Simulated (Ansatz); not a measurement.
## KTaO3, pressure series

Consider KTaO₃ in the cubic perovskite structure (space group Pm-3m, No. 221; a = 3.9901 Å).

Cell and atoms are relaxed at each pressure.

All numbers come from DFT with r2SCAN, PAW potentials and a 500 eV plane-wave cutoff in Ansatz (a program for electronic structure), spin-orbit coupling left out.

Notes on the quantities. enthalpy: H = E + PV relative to the base's energy.

```tsv
case	enthalpy	shortest interatomic distance	band gap	density
base	–	1.995 Å	2.63 eV	7.01 g/cm³
pressure −2 GPa	-0.16 eV/atom	2.002 Å	2.60 eV	6.94 g/cm³
pressure −1 GPa	-0.08 eV/atom	1.998 Å	2.61 eV	6.97 g/cm³
pressure 1.8 GPa	+0.14 eV/atom	1.989 Å	2.65 eV	7.07 g/cm³
pressure 4.2 GPa	+0.33 eV/atom	1.982 Å	2.68 eV	7.14 g/cm³
pressure 9 GPa	+0.70 eV/atom	1.969 Å	2.73 eV	7.29 g/cm³
pressure 18 GPa	+1.37 eV/atom	1.947 Å	2.81 eV	7.54 g/cm³
pressure 30 GPa	+2.24 eV/atom	1.922 Å	2.90 eV	7.84 g/cm³
pressure 45 GPa	+3.28 eV/atom	1.895 Å	3.00 eV	8.17 g/cm³
pressure 60 GPa	+4.28 eV/atom	1.873 Å	3.07 eV	8.47 g/cm³
```

Spin-orbit coupling, missing from the scalar runs, can matter with Ta. Load acts through the strain it causes; cell and atoms are relaxed under it. No phonon test of stability was made. No other phases were tried under pressure.
